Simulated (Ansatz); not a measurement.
Given:

```yaml
crystal:
  lattice:
    - [-1.63646, 1.63646, 1.68555]
    - [1.63646, -1.63646, 1.68555]
    - [1.63646, 1.63646, -1.68555]
  atoms:
    - { symbol: Nb, position: [0.00000, 0.00000, 0.00000] }
```

No spin polarisation.

Method: PBEsol (Ansatz, a program for electronic structure), without spin-orbit coupling. Settings: 28×28×28 k-points, 0.1 eV Fermi–Dirac smearing.

Task: Predict the stress and band gap.

Result: 
- Stress (xx, yy, zz, yz, xz, xy; compression positive) = (-3.8, -3.8, -7.3, 0.0, 0.0, 0.0) GPa
- Band gap = zero

The cells carry an imposed strain or load. Stability against distortions was not tested. All final runs are without spin polarisation. The cell was made from Nb in the bcc (W type) structure (space group Im-3m, No. 229) by this change: uniaxial strain ε_zz = +3.00 %.
